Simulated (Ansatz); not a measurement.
The parent structure is BaZrO$_{3}$ in the cubic perovskite structure (space group Pm-3m, No. 221; a = 4.227 Å).

Method: PBE in Ansatz (plane waves to 420 eV, PAW, no spin-orbit coupling), earlier PAW set.

Before the change:

```
Quantity                                Result
-------------------  -------------------------
Lattice parameter a                    4.227 Å
Band gap                               3.19 eV
Gap character                  indirect, R → Γ
Electron mass        0.36, 0.36, 2.8 mₑ (at Γ)
```

It is then changed as follows: a hydrostatic pressure of 50 GPa.

Task: How does this affect the lattice parameter a, band gap, gap character and electron mass?

Result: The lattice parameter a falls by 0.2865 Å to 3.941 Å; the band gap goes up by 0.25 eV to 3.44 eV; the gap character becomes direct at Γ (base: indirect, R → Γ); the electron mass (degenerate bands, along [100]) goes from 0.36, 0.36, 2.8 mₑ (at Γ) to 0.31, 0.31, 2.4 mₑ (at Γ).

Load acts through the strain it causes; cell and atoms are relaxed under it. Masses are band curvatures over ±0.01 Å⁻¹ around the edge. Stability against distortions was not tested. Competing high-pressure phases were not computed.

Ansatz is an electronic-structure program.
